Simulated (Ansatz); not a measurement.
# MgS: response to strain

Base system: MgS in the rock salt structure (space group Fm-3m, No. 225).

```
CELL_PARAMETERS angstrom
      0.00000     2.59100     2.59100
      2.59100     0.00000     2.59100
      2.59100     2.59100     0.00000
ATOMIC_POSITIONS crystal
  Mg 0.00000 0.00000 0.00000
  S  0.50000 0.50000 0.50000
```

Cartesian axes are those of the cell as printed.

Strains are applied to the cell and any free atomic positions relax; under biaxial strain the out-of-plane vector relaxes too.

Level of theory: PBEsol in Ansatz (plane waves to 420 eV, PAW, without spin-orbit coupling).

Notes on the quantities. energy relative to the base: free energy F.

```json
[
 {"biaxial strain, plane normal [111], relaxed out of plane (%)": "0", "energy relative to the base (meV/atom)": "0.0"},
 {"biaxial strain, plane normal [111], relaxed out of plane (%)": "0.42", "energy relative to the base (meV/atom)": "0.3"},
 {"biaxial strain, plane normal [111], relaxed out of plane (%)": "0.83", "energy relative to the base (meV/atom)": "1.2"},
 {"biaxial strain, plane normal [111], relaxed out of plane (%)": "1.25", "energy relative to the base (meV/atom)": "2.8"},
 {"biaxial strain, plane normal [111], relaxed out of plane (%)": "1.67", "energy relative to the base (meV/atom)": "4.9"},
 {"biaxial strain, plane normal [111], relaxed out of plane (%)": "2.08", "energy relative to the base (meV/atom)": "?"},
 {"biaxial strain, plane normal [111], relaxed out of plane (%)": "2.5", "energy relative to the base (meV/atom)": "10.9"}
]
```

### Question
Fit ΔE = Aε² + Bε³ (ε in %) to the rows shown and predict the withheld row.

### Answer
Least squares on the printed values gives A = 1.80 and B = -0.021 meV/atom (largest residual 0.0 meV/atom); this predicts 7.6 meV/atom, and the run gives 7.6 meV/atom, in agreement.

Stability against distortions was not tested.

Ansatz is a program for electronic structure.
